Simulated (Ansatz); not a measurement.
A self-consistent single point of Mg (R3m, 3 atoms in the cell) with Ansatz (a quantum-chemistry and plane-wave program).

Computed with PBEsol, default PAW files made with PBE (plane waves; Ansatz).

```yaml
crystal:
  lattice:
    - [1.58792, 0.91678, 7.67678]
    - [-1.58792, 0.91678, 7.67678]
    - [0.00000, -1.83357, 7.67678]
  atoms:
    - { symbol: Mg, position: [0.00217, 0.00217, 0.00217] }
    - { symbol: Mg, position: [0.22193, 0.22193, 0.22193] }
    - { symbol: Mg, position: [0.77807, 0.77807, 0.77807] }
```

Reference input (self-consistent single point, DFT, PBEsol, plane waves, default PAW files made with PBE): basis.ecutwfc = 420 eV; kpoints.mp_grid.grid = 12 12 12; hamiltonian.xc = pbesol; hamiltonian.pseudopotentials = {kind: paw} (the program's default PAW files); scf.occupations.method = gaussian; scf.occupations.width = 0.1 eV. This run's input differs from it in these lines:

Ansatz 0.2 input:
```diff
@@ -12,3 +12,3 @@
 kpoints:
-  mp_grid: { grid: [12, 12, 12] }
+  mp_grid: { grid: [9, 9, 9] }
 hamiltonian:
@@ -17,3 +17,3 @@
 scf:
-  occupations: { method: gaussian, width: 0.1 eV }
+  occupations: { method: gaussian, width: 0.3 eV }
 output:
```

Output, abridged:

```
SCF iter   1: F=—  HF=-5736.156469 eV  |F-HF|=—  |Δ(HF+E_count)|=         —  Δρ=2.11e-3  dr2=3.09e-3  ethr=1.77e-3  ⟨swp⟩=5.0  Hψ=6386  notcnv=0
all-band conjugate gradients solve this SCF's bands
preconditioner: auto → Kerker (q_TF=auto, 2.386 Å⁻¹)
SCF iter   2: F=—  HF=-5736.154621 eV  |F-HF|=—  |Δ(HF+E_count)|=   1.85e-3  Δρ=9.81e-4  dr2=1.17e-3  ethr=1.03e-5  ⟨swp⟩=2.9  Hψ=3689  notcnv=0
SCF iter   3: F=—  HF=-5736.154371 eV  |F-HF|=—  |Δ(HF+E_count)|=   2.50e-4  Δρ=2.61e-4  dr2=1.65e-4  ethr=3.91e-6  ⟨swp⟩=2.4  Hψ=2913  notcnv=0
SCF iter   4: F=—  HF=-5736.154347 eV  |F-HF|=—  |Δ(HF+E_count)|=   2.39e-5  Δρ=8.39e-5  dr2=1.46e-6  ethr=5.51e-7  ⟨swp⟩=1.6  Hψ=1696  notcnv=0
SCF iter   5: F=—  HF=-5736.154338 eV  |F-HF|=—  |Δ(HF+E_count)|=   9.45e-6  Δρ=1.96e-5  dr2=2.36e-7  ethr=4.87e-9  ⟨swp⟩=2.0  Hψ=2902  notcnv=0
SCF iter   6: F=-5736.154337 eV  HF=-5736.154337 eV  |F-HF|=1.24e-8  |Δ(HF+E_count)|=   5.69e-8  Δρ=5.10e-6  dr2=1.64e-8  ethr=3.33e-10  ⟨swp⟩=5.5  Hψ=6259  notcnv=0
SCF 1 converged in 6 iterations: F = -5736.154337 eV  dr2 = 1.64e-8
Free energy (F): -5736.154337 eV
Internal energy: -5736.096363 eV  (E = F + TS)
E sigma→0 (E₀):  -5736.125350 eV
Entropy (-TS):   -0.057974 eV (-19.325 meV/atom)
Fermi energy:    5.796184 eV
--- Forces (eV/Å), atoms counted from 1 ---
  atom   1  Mg     0.00000000     0.00000000    -0.13964348
  atom   2  Mg     0.00000000    -0.00000000     0.07486935
  atom   3  Mg     0.00000000    -0.00000000     0.06477262
--- Stress (GPa, compression-positive) ---
        0.379603       0.000000       0.000000
        0.000000       0.379603      -0.000000
       -0.000000      -0.000000       0.501391
  P = ⅓ Tr σ = 0.4202 GPa (4.202 kbar)
  The stress holds the Pulay correction. Without it, at fixed plane waves, as pw.x and ABINIT print it: P = 0.4179 GPa
```

The run converged in 6 iterations. Against the reference run the free energy goes down by 4.7 meV/atom, the pressure hardly changes (0.37 to 0.42 GPa) and the largest force goes from 0.145 to 0.140 eV/Å.

The starting cell comes from a database of computed structures (which also holds hypothetical and non-ambient phases and stackings), without a prior relaxation at this level. Its lattice was rescaled by up to half a per cent. One atom was moved a little off its site on purpose. Ansatz's pressure includes its estimate of the finite-basis (Pulay) stress.
